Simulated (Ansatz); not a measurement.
## Si: response to strain

The parent structure is Si in the diamond structure (space group Fd-3m, No. 227).

```
CELL_PARAMETERS angstrom
      0.00000     2.71688     2.71688
      2.71688     0.00000     2.71688
      2.71688     2.71688     0.00000
ATOMIC_POSITIONS crystal
  Si 0.50000 0.50000 0.50000
  Si 0.75000 0.75000 0.75000
```

Cartesian axes are those of the cell as printed.

Strains are applied to the cell and any free atomic positions relax; under biaxial strain the out-of-plane vector relaxes too.

Method: PBEsol (Ansatz, an electronic-structure program; PAW; 420 eV plane waves; scalar-relativistic without spin-orbit coupling).

### Question
Only one of these has no band gap. Which?
A. biaxial strain +0.35 %, plane normal [110], relaxed out of plane
B. uniaxial strain ε_xx = −5.37 %
C. biaxial strain −0.19 %, plane normal [110], relaxed out of plane

### Answer
B, uniaxial strain ε_xx = −5.37 %. Computed: biaxial strain +0.35 %, plane normal [110], relaxed out of plane: 0.44 eV; uniaxial strain ε_xx = −5.37 %: zero; biaxial strain −0.19 %, plane normal [110], relaxed out of plane: 0.45 eV

A biaxial case was relaxed in a doubled cell and then solved in the primitive one. The mesh was chosen for an insulator and is coarse for the gapless case. Stability against distortions was not tested. The zero or small gap of Si under uniaxial strain ε_xx = −5.37 % can change with the level of theory.
